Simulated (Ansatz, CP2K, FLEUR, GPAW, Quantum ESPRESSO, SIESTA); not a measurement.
# MgB₂ (P6/mmm, 3 atoms in the cell) computed with different codes at matched settings

Self-consistent single point, at a second geometry (lattice scaled by 0.98). First geometry:

```
MgB2
1.0
    2.99722     0.00000     0.00000
   -1.49861     2.59567     0.00000
    0.00000     0.00000     3.44552
Mg B
1 2
Cartesian
  0.00000   0.00000   0.00000
  1.49861   0.86522   1.72276
  0.00000   1.73044   1.72276
```

Shared settings, as Ansatz (a quantum-chemistry and plane-wave program) writes them: kpoints.mp_grid.grid = 13 13 10; scf.occupations.method = fermi_dirac; scf.occupations.width = 0.1 eV. Potentials and cutoffs stand in the table.

```tsv
code	model	ΔF from the first geometry (meV/atom)	pressure (GPa)	cutoff
FLEUR	PBE, all-electron FLAPW (FLEUR), scalar-relativistic valence	63.8	–	Kmax 4 1/bohr
SIESTA	GGA PBE, numerical atomic orbitals DZP, PseudoDojo PBE standard norm-conserving potentials (rewritten from UPF to PSML)	79.3	31.64	grid 300 Ry
GPAW	PBE, GPAW PAW datasets PBE (gpaw-data 1.0.1)	63.5	–	900 eV
Ansatz	PBE, PAW files	63.4	26.08	default
Quantum ESPRESSO	PBE, SSSP 1.1.2 efficiency (PBE) pseudopotentials	62.2	25.88	40 Ry
CP2K	PBE, GPW, DZVP-MOLOPT-SR-GTH basis, GTH-PBE potentials (GTH_POTENTIALS)	72.9	29.10	grid 1000 Ry
```

A dash marks a value that a program does not give, or that is left out as unsure.

The spread over the programs that give each value: ΔF from the first geometry within 17.1 meV/atom; pressure within 5.76 GPa.

SIESTA and CP2K use small atom-centred bases, whose incompleteness enters pressures, forces and empty levels differently from a plane-wave cutoff. FLEUR treats all electrons, but the usual bases taken here (sphere radii, linearisation, local orbitals, empty states) were not tested for convergence, so the values are no reference for the others. Ansatz's pressure is given at a fixed set of plane waves, as the other plane-wave codes print theirs; with its correction for the finite basis it is 26.25 GPa. The pressure of GPAW is left out: its cutoff lies under the one at which its stress was checked. In the pressure, SIESTA (by 5.66) and CP2K (by 3.12) lie more than 1 GPa from the median of the plane-wave programs.

The starting cell comes from a database of computed structures (which also holds hypothetical and non-ambient phases and stackings), without a prior relaxation at this level. Its lattice was rescaled by a random factor within 2.5 % of one. For this run, on top of that: lattice scaled by 0.98.

Left out of this page: ABINIT (with a known weakness of the program).

Keys are those of Ansatz 0.2.
